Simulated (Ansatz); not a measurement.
Consider P in the black-P type structure (space group Cmce, No. 64; a = 3.3022 Å, b = 10.6908 Å, c = 4.4667 Å; layered, stacked along the Cartesian y axis).

The values are results of plane-wave PAW DFT at the r2SCAN+rVV10 level (Ansatz, a quantum-chemistry and plane-wave program, 500 eV), no SOC, not measurements.

For the base:

```
Item      Result
--------  ------
Band gap    zero
```

One thing is altered: a free-standing slab of 4 layers (16 atoms, 4 a layer) is cut normal to the stacking axis, with 15 Å of vacuum and the in-plane cell relaxed.

What does the calculation give for the valence-band top at Γ after the change?

The valence-band top at Γ (three highest levels, from the VBM) is 0.00, -0.37, -0.84 eV.

How does this affect the band gap?

The band gap changes from zero to 0.27 eV.

Estimate the effect on the gap character.

The gap character amounts to direct at Γ.

Whether these cells are dynamically stable was not tested. Gaps under 0.05 eV, about the width of the smearing, are given as zero. A zero or small gap of P can be the functional's error rather than a property of the material. Labels are those of the standard path for the cell's own space group.
